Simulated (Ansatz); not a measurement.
The reference is Sn in the diamond structure (space group Fd-3m, No. 227; a = 6.5688 Å). Axes: x, y, z lie along the cube axes.

Level of theory: r2SCAN (Ansatz, an electronic-structure program, PAW, without spin-orbit coupling), earlier PAW set.

Base values:

| Item | Value |
|---|---|
| Pressure | 0.0 GPa |
| Shortest interatomic distance | 284.4 pm |
| Band gap | zero |

Now apply this change: the symmetric strain tensor [-0.0113 -0.0008 0.0011; -0.0008 -0.0121 -0.0087; 0.0011 -0.0087 -0.0105], atoms relaxed at fixed cell.

Question: Predict the new pressure, energy relative to the base, shortest interatomic distance and band gap.

Answer: The pressure (mean of the normal stresses, compression positive) goes from zero to 1.6 GPa; the energy rises by 6.8 meV/atom; the shortest interatomic distance falls by 3.7 pm, from 284.4 pm to 280.7 pm; the band gap stays zero.

No phonon test of stability was made. Gaps under 0.05 eV, about the width of the smearing, are given as zero.
